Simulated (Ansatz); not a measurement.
Partial pair distribution functions of a relaxed model of amorphous silicon oxide (Si24O47), broadened by 0.06 Å; density 2.20 g/cm³. Method: PBE, scalar-relativistic without spin-orbit coupling (plane waves to 420 eV, PAW; Ansatz, a first-principles code). The usual formal charges leave 2 electrons over, so the level spacing at the Fermi energy parts defect or band states and needn't be the band gap.

A CHGNet melt-quench gave the starting glass, which DFT then relaxed. O atoms were pushed apart under 1.9 Å during the dynamics, to hinder bonds among them. The hot cell started wider than the set density and was brought back towards it in steps. It is the lowest in DFT energy of 2 quenches. It is a model cell: composition and starting density were chosen by hand, and all elements were melted together. No dispersion term was used. Its density started from a set value of 2.20 and ended at 2.20 g/cm³. The quench (nominally 320 K/ps over its main leg) was far faster than any real one, so the model tends to hold more defects than a real film. Values belong to this one cell and scatter from quench to quench. The volume was held where the preparation left it and the shape relaxed, at a PBE pressure of 0.5 GPa. Stress components on the final sampling reach 1.5 GPa. Cycles of charging lowered its energy after that relaxation.

| r (Å) | g Si-O | g Si-Si | g O-O |
|---|---|---|---|
| 1.40 | 0.02 | 0.00 | 0.00 |
| 1.50 | 1.99 | 0.00 | 0.00 |
| 1.60 | 15.52 | 0.00 | 0.00 |
| 1.70 | 8.90 | 0.00 | 0.00 |
| 1.80 | 0.40 | 0.00 | 0.00 |
| 1.90 | 0.00 | 0.00 | 0.00 |
| 2.00 | 0.00 | 0.00 | 0.00 |
| 2.10 | 0.00 | 0.00 | 0.00 |
| 2.20 | 0.00 | 0.02 | 0.00 |
| 2.30 | 0.00 | 0.25 | 0.03 |
| 2.40 | 0.00 | 0.29 | 0.18 |
| 2.50 | 0.00 | 0.30 | 1.41 |
| 2.60 | 0.00 | 0.15 | 5.48 |
| 2.70 | 0.00 | 0.23 | 5.51 |
| 2.80 | 0.00 | 0.75 | 2.17 |
| 2.90 | 0.03 | 2.04 | 0.58 |
| 3.00 | 0.12 | 4.33 | 0.35 |
| 3.10 | 0.20 | 3.89 | 0.52 |
| 3.20 | 0.39 | 2.49 | 0.45 |
| 3.30 | 0.79 | 0.62 | 0.38 |
| 3.40 | 1.17 | 0.03 | 0.40 |
| 3.50 | 1.40 | 0.00 | 0.36 |
| 3.60 | 1.14 | 0.00 | 0.48 |
| 3.70 | 1.09 | 0.02 | 0.52 |
| 3.80 | 1.25 | 0.14 | 0.45 |
| 3.90 | 1.55 | 0.15 | 0.57 |
| 4.00 | 1.95 | 0.12 | 0.77 |
| 4.10 | 2.03 | 0.32 | 0.86 |
| 4.20 | 1.97 | 0.70 | 0.84 |
| 4.30 | 1.33 | 1.10 | 0.82 |
| 4.40 | 0.83 | 1.63 | 1.03 |
| 4.50 | 0.66 | 1.10 | 1.31 |
| 4.60 | 0.56 | 1.36 | 1.26 |
| 4.70 | 0.48 | 1.33 | 1.35 |
| 4.80 | 0.60 | 1.23 | 1.27 |
| 4.90 | 0.72 | 1.37 | 1.44 |
| 5.00 | 0.75 | 1.37 | 1.62 |

Within 1.90 Å each Si has 3.92 O neighbours on average.
